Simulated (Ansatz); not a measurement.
Results of PBEsol-D3(BJ) in Ansatz (plane waves, PAW) for L1₂ (Cu3Au-type) Al3Sc.

Settings: plane-wave cutoff 520 eV, 14×14×14 k mesh, Fermi–Dirac smearing 0.05 eV, scalar-relativistic PAW data made under PBE.

Equation-of-state points:

```
V (Å³/atom)  E − E_lowest (meV/atom)
-----------  -----------------------
15.260                         20.00
15.585                          8.56
15.910                          2.05
16.234                          0.00
16.559                          1.99
16.884                          7.62
17.209                         16.56
```

**Question.** Estimate the bulk modulus and its pressure derivative from these points.

**Answer.** V0 = 16.232 Å³/atom, B0 = 99.5 GPa, B′ = 4.0 (fit to the energies at full precision).

Measured, for comparison: bulk modulus 91.5 ± 1 GPa (298 K, no zero-point or thermal correction, polycrystal; as tabulated in A Combined Experimental and First-Principles Based Assessment of …); equilibrium volume per atom 17.27 Å³/atom (room temperature, no zero-point or thermal correction; as tabulated in A Combined Experimental and First-Principles Based Assessment of …). Computed (rounded) less measured: bulk modulus +9 %, equilibrium volume per atom -6.0 %. A static lattice is as a rule a little smaller and stiffer than an uncorrected measurement, which narrows the difference in the bulk modulus and would widen misses of the other sign.

Static lattice: no zero-point or thermal effects.

Ansatz is a program for electronic structure.
